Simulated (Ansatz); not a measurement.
HfO2 (within 0.1 Å of P-42₁m, No. 113, 12 atoms in the cell; start mp-1224381; a measured phase of this formula has another space group) was calculated with HSE06+SOC (PAW; Ansatz, a program for electronic structure).

Settings: plane-wave cutoff 460 eV, 4×4×6 k mesh (along the axes of the cell as run), Fermi–Dirac smearing 0.01 eV, PAW data made under PBE.

Cell (relaxed with PBEsol):

Space group P-42₁m (No. 113); a = 5.1330 Å, b = 5.1330 Å, c = 4.8925 Å, α = 90.00°, β = 90.00°, γ = 90.00°

```tsv
atom	site	symmetry	x	y	z
Hf	4e	..m	0.2800	0.2200	0.2718
O	2c	2.mm	0.0000	0.5000	0.4221
O	2b	-4..	0.5000	0.5000	0.5000
O	4e	..m	0.6747	0.1747	0.1063
```

### Question
Estimate the band gap and Γ–Γ gap that the calculation returns.

### Answer

- band gap = 5.47 eV (on the SCF k mesh) (direct)
- Γ–Γ gap = 5.75 eV

Note: cell and atoms aren't relaxed at this level (largest force component 0.12 eV/Å, pressure 1.9 GPa).

A start named mp-… is a Materials Project structure, which need not be a measured phase.
